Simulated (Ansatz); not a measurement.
The parent structure is PbF₂ in the fluorite structure (space group Fm-3m, No. 225).

```
PbF2
1.0
    0.00000     2.96061     2.96061
    2.96061     0.00000     2.96061
    2.96061     2.96061     0.00000
Pb F
1 2
Direct
  0.00000   0.00000   0.00000
  0.25000   0.25000   0.25000
  0.75000   0.75000   0.75000
```

All numbers come from Ansatz (a program for electronic structure) r2SCAN, no spin-orbit coupling.

One change was made to it. Results:

The smallest direct gap drops by 0.355 eV, from 5.07 eV to 4.72 eV; the valley order (the lowest conduction-band minima on the path, energy above the VBM, named in the base's zone) changes from X along ⟨100⟩ 4.93 eV; L along ⟨111⟩ 5.37 eV; a point along ⟨110⟩, about 0.6 Å⁻¹ from Γ 5.77 eV to a point along ⟨100⟩, about 0.7 Å⁻¹ from Γ 4.21 eV; L along ⟨111⟩ 4.56 eV; a point along ⟨110⟩, about 0.6 Å⁻¹ from Γ 5.03 eV; the width of the top valence band rises by 2.91 eV to 5.09 eV; the lattice parameter a drops by 64.25 pm, from 592.1 pm to 527.9 pm.

Task: What was done to the base?
A) pressure 60 GPa
B) pressure 1.8 GPa
C) pressure −2 GPa
D) pressure 18 GPa

Result: A, pressure 60 GPa. For comparison, the valley order in the other runs: pressure 18 GPa gives a point along ⟨100⟩, about 0.8 Å⁻¹ from Γ 4.76 eV; L along ⟨111⟩ 5.14 eV; a point along ⟨110⟩, about 0.6 Å⁻¹ from Γ 5.57 eV; pressure 1.8 GPa gives X along ⟨100⟩ 4.92 eV; L along ⟨111⟩ 5.35 eV; a point along ⟨110⟩, about 0.6 Å⁻¹ from Γ 5.76 eV; pressure −2 GPa gives X along ⟨100⟩ 4.94 eV; L along ⟨111⟩ 5.39 eV; a point along ⟨110⟩, about 0.6 Å⁻¹ from Γ 5.78 eV.

With Pb present, leaving out spin-orbit coupling can change the band edges. Load acts through the strain it causes; cell and atoms are relaxed under it. No phonon test of stability was made. No other phases were tried under pressure.
